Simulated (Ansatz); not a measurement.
Input and output of a self-consistent single point for CaAl8Cu4 (I4/mmm, 13 atoms in the cell) (Ansatz, a first-principles code).

Method of the run: PBEsol, default PAW files made with PBE (plane waves; Ansatz).

The change in words: lattice scaled by 0.985. Reference geometry:
```yaml
crystal:
  lattice:
    - [-4.38290, 4.38290, 2.54941]
    - [4.38290, -4.38290, 2.54941]
    - [4.38290, 4.38290, -2.54941]
  atoms:
    - { symbol: Ca, position: [0.00000, 0.00000, 0.00000] }
    - { symbol: Al, position: [0.00000, 0.34840, 0.34840] }
    - { symbol: Al, position: [0.00000, 0.65160, 0.65160] }
    - { symbol: Al, position: [0.34840, 0.00000, 0.34840] }
    - { symbol: Al, position: [0.65160, 0.00000, 0.65160] }
    - { symbol: Al, position: [0.50000, 0.27895, 0.77895] }
    - { symbol: Al, position: [0.50000, 0.72105, 0.22105] }
    - { symbol: Al, position: [0.27895, 0.50000, 0.77895] }
    - { symbol: Al, position: [0.72105, 0.50000, 0.22105] }
    - { symbol: Cu, position: [0.50000, 0.50000, 0.50000] }
    - { symbol: Cu, position: [0.50000, 0.00000, 0.00000] }
    - { symbol: Cu, position: [0.00000, 0.00000, 0.50000] }
    - { symbol: Cu, position: [0.00000, 0.50000, 0.00000] }
```

Reference input (self-consistent single point, DFT, PBEsol, plane waves, default PAW files made with PBE): basis.ecutwfc = 420 eV; kpoints.mp_grid.grid = 5 5 5; hamiltonian.xc = pbesol; hamiltonian.pseudopotentials = {kind: paw} (the program's default PAW files); scf.occupations.method = cold; scf.occupations.width = 0.2 eV. This run's input differs from it in these lines:

```diff
@@ -2,5 +2,5 @@
   lattice:
-    - [-4.382900, 4.382900, 2.549405]
-    - [4.382900, -4.382900, 2.549405]
-    - [4.382900, 4.382900, -2.549405]
+    - [-4.317156, 4.317156, 2.511164]
+    - [4.317156, -4.317156, 2.511164]
+    - [4.317156, 4.317156, -2.511164]
   atoms:
```

Output, abridged:

```
SCF iter   1: F=—  HF=-32348.632010 eV  |F-HF|=—  |Δ(HF+E_count)|=         —  Δρ=9.42e-3  dr2=8.98e-2  ethr=1.77e-3  ⟨swp⟩=8.8  Hψ=5569  notcnv=0
all-band conjugate gradients solve this SCF's bands
preconditioner: auto → Kerker (q_TF=auto, 2.497 Å⁻¹)
SCF iter   2: F=—  HF=-32348.613427 eV  |F-HF|=—  |Δ(HF+E_count)|=   1.86e-2  S|Δr|=    0.00e0  Δρ=1.15e-3  dr2=2.04e-3  ethr=8.16e-5  ⟨swp⟩=2.0  Hψ=1888  notcnv=0
   [... lines left out ...]
SCF iter   5: F=—  HF=-32348.611971 eV  |F-HF|=—  |Δ(HF+E_count)|=   5.17e-5  S|Δr|=    0.00e0  Δρ=7.91e-5  dr2=1.88e-5  ethr=1.36e-7  ⟨swp⟩=2.2  Hψ=1783  notcnv=0
SCF iter   6: F=—  HF=-32348.611979 eV  |F-HF|=—  |Δ(HF+E_count)|=   7.31e-6  S|Δr|=    0.00e0  Δρ=2.44e-5  dr2=1.13e-6  ethr=1.71e-8  ⟨swp⟩=2.0  Hψ=1743  notcnv=0
SCF iter   7: F=-32348.611978 eV  HF=-32348.611978 eV  |F-HF|=6.88e-8  |Δ(HF+E_count)|=   2.81e-7  S|Δr|=    0.00e0  Δρ=4.13e-6  dr2=8.49e-8  ethr=9.09e-11  ⟨swp⟩=7.8  Hψ=5506  notcnv=0
SCF 1 converged in 7 iterations: F = -32348.611978 eV  dr2 = 8.49e-8
Stability not checked (fill_not_monotonic)
Free energy (F): -32348.611978 eV
Internal energy: -32348.606237 eV  (E = F + TS)
E sigma→0 (E₀):  -32348.610064 eV
Entropy (-TS):   -0.005742 eV (-0.442 meV/atom)
Fermi energy:    11.520632 eV
--- Forces (eV/Å), atoms counted from 1 ---
  atom   1  Ca     0.00000000     0.00000000     0.00000000
  atom   2  Al    -0.20782509     0.00000000    -0.00000000
  atom   3  Al     0.20782509     0.00000000     0.00000000
  atom   4  Al    -0.00000000    -0.20782509     0.00000000
   [... lines left out ...]
  atom  13  Cu     0.00000000    -0.00000000     0.00000000
--- Stress (GPa, compression-positive) ---
        5.198729      -0.000000      -0.000000
       -0.000000       5.198729       0.000000
       -0.000000      -0.000000       3.919705
  P = ⅓ Tr σ = 4.7724 GPa (47.724 kbar)
  The stress holds the Pulay correction. Without it, at fixed plane waves, as pw.x and ABINIT print it: P = 4.7091 GPa
```

The run converged in 7 iterations. Against the reference run the free energy rises by 8.9 meV/atom, the pressure goes from -0.31 to 4.77 GPa and the largest force goes from 0.171 to 0.209 eV/Å.

The starting cell comes from a database of computed structures (which also holds hypothetical and non-ambient phases and stackings), without a prior relaxation at this level. For this run, on top of that: lattice scaled by 0.985. Spin polarisation is off. Ansatz's pressure includes its estimate of the finite-basis (Pulay) stress.

Keys are those of Ansatz 0.2.
